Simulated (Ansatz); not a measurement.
A relaxation of cell and atoms of W (Im-3m, 1 atom in the cell) with Ansatz (a quantum-chemistry and plane-wave program).

Computed with PBE, PAW files (plane waves; Ansatz).

```xyz
1
Lattice="-1.5704 1.5704 1.5704 1.5704 -1.5704 1.5704 1.5704 1.5704 -1.5704" Properties=species:S:1:pos:R:3 pbc="T T T"
W      0.0000     0.0000     0.0000
```

Reference input (self-consistent single point, DFT, PBE, plane waves, PAW files): kpoints.mp_grid.grid = 15 15 15; kpoints.mp_grid.shift = 0.5 0.5 0.5; hamiltonian.xc = pbe; hamiltonian.pseudopotentials = {kind: paw} (an earlier, softer set of the program's PAW files); scf.occupations.method = fermi_dirac; scf.occupations.width = 0.1 eV. This run's input differs from it in these lines:

Ansatz 0.2 input:
```diff
@@ -7,2 +7,4 @@
     - { symbol: W, position: [0.000000, 0.000000, 0.000000] }
+basis:
+  ecutwfc: 590.0 eV
 kpoints:
@@ -14,2 +16,4 @@
   occupations: { method: fermi_dirac, width: 0.1 eV }
+relax:
+  cell: {}
 output:
```

Output (repeated stretches shortened):

```
   [... SCF lines of the steps left out ...]
relax step   1: F+E_penalty+E_count = -10385.90773360 eV  Δ(F+E_penalty+E_count) = +0.000e0 eV  max|allowed force component| = 0.000e0 eV/Å  Δτ_max = 0.0000 Å  P = +13.467 GPa  Ω = 15.492 Å³  (6 SCF iters, dr2 threshold 1.00e-7 eV, accepted)
relax step   2: F+E_penalty+E_count = -10385.79081312 eV  Δ(F+E_penalty+E_count) = +1.169e-1 eV  max|allowed force component| = 0.000e0 eV/Å  Δτ_max = 0.0000 Å  P = -24.609 GPa  Ω = 17.837 Å³  energy of the carried Pulay correction = -1.389e-4 eV  [...]
   [... lines left out ...]
relax step   5: F+E_penalty+E_count = -10385.93377496 eV  Δ(F+E_penalty+E_count) = -3.383e-6 eV  max|allowed force component| = 0.000e0 eV/Å  Δτ_max = 0.0000 Å  P = +0.002 GPa  Ω = 16.134 Å³  energy of the carried Pulay correction = -4.012e-5 eV  (2 [...]
relax step   6: F+E_penalty+E_count = -10385.93381579 eV  Δ(F+E_penalty+E_count) = -4.084e-5 eV  max|allowed force component| = 0.000e0 eV/Å  Δτ_max = 0.0000 Å  P = +0.001 GPa  Ω = 16.134 Å³  stress off target by 1.45e-3 GPa  SCF on the basis [...]
basis re-selected at this cell: Δ(F+E_penalty+E_count) = -4.084e-5 eV, ΔP = -0.000 GPa vs the last step
Stability not checked: this state was not tested for a lower state beside it, because too few of the mixer's solves of this state at the end of the SCF gave a …
Free energy (F): -10385.933816 eV
Internal energy: -10385.919846 eV  (E = F + TS)
E sigma→0 (E₀):  -10385.926831 eV
Entropy (-TS):   -0.013970 eV (-13.970 meV/atom)
Fermi energy:    22.007436 eV
--- Forces (eV/Å), atoms counted from 1 ---
  atom   1  W     -0.00000000     0.00000000     0.00000000
   [... lines left out ...]
to start a new deck from the relaxed geometry:
  cell:  # Å, volume = 16.1345 Å³
    - [-1.5918366573621343, 1.5918366573621343, 1.5918366573621343]
    - [1.5918366573621343, -1.5918366573621343, 1.5918366573621343]
    - [1.5918366573621343, 1.5918366573621343, -1.5918366573621343]
  atoms:
    - { symbol: W, position: [0.0, 0.0, 0.0] }
```

The run converged. 

Summary of the result:
Free energy E − TS (on the zero of these files): -10385.9338 eV
Fermi level (on the code's own zero): 22.01 eV
Pressure: 0.00 GPa
Final cell: a = b = c = 2.7571 Å, α = β = γ = 109.47°
Final volume per atom: 16.13 Å³
Relaxation steps: 6

The starting cell comes from a database of computed structures (which also holds hypothetical and non-ambient phases and stackings), without a prior relaxation at this level. Its lattice was rescaled by a random factor within 2.5 % of one. Spin polarisation is off. The relaxation keeps the symmetry of its start, so its end need not be a minimum. Ansatz's pressure includes its estimate of the finite-basis (Pulay) stress.
